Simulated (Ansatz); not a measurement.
## Response to strain in InPd3

Consider InPd₃ in the Cu3Au type structure (space group Pm-3m, No. 221; a = 3.9706 Å; a cell from a computed database, its experimental status unchecked; relaxed with 0.1 eV smearing). Axes: x, y, z lie along the cube axes.

Strains are applied to the cell and any free atomic positions relax; under biaxial strain the out-of-plane vector relaxes too; under stress the whole cell relaxes.

Computed with PBEsol (Ansatz, a first-principles code; PAW; 420 eV plane waves; no SOC).

Notes on the quantities. pressure: mean of the normal stresses, compression positive; energy relative to the base: free energy F.

```json
[
 {"case": "base", "space group": "Pm-3m (No. 221)", "volume per atom": "15.65 Å³", "pressure": "0.0 GPa", "energy relative to the base": "0 meV/atom"},
 {"case": "biaxial strain −0.42 %, plane normal [001], relaxed out of plane", "space group": "P4/mmm (No. 123)", "volume per atom": "15.62 Å³", "pressure": "0.4 GPa", "energy relative to the base": "+0.2 meV/atom"},
 {"case": "biaxial strain +1.05 %, plane normal [001], relaxed out of plane", "space group": "P4/mmm (No. 123)", "volume per atom": "15.72 Å³", "pressure": "-0.8 GPa", "energy relative to the base": "+1.2 meV/atom"},
 {"case": "biaxial strain −2.35 %, plane normal [111], relaxed out of plane", "space group": "R-3m (No. 166)", "volume per atom": "15.23 Å³", "pressure": "5.4 GPa", "energy relative to the base": "+18 meV/atom"},
 {"case": "uniaxial strain ε_xx = −4.55 %", "space group": "P4/mmm (No. 123)", "volume per atom": "14.94 Å³", "pressure": "9.1 GPa", "energy relative to the base": "+23 meV/atom"},
 {"case": "uniaxial strain ε_zz = +2.69 %", "space group": "P4/mmm (No. 123)", "volume per atom": "16.07 Å³", "pressure": "-4.2 GPa", "energy relative to the base": "+6.9 meV/atom"},
 {"case": "uniaxial stress, 2 GPa compression along x", "space group": "P4/mmm (No. 123)", "volume per atom": "15.60 Å³", "pressure": "–", "energy relative to the base": "+3.3 meV/atom"}
]
```

Beyond what the load breaks, stability against distortions was not tested. The final runs are not spin-polarised.
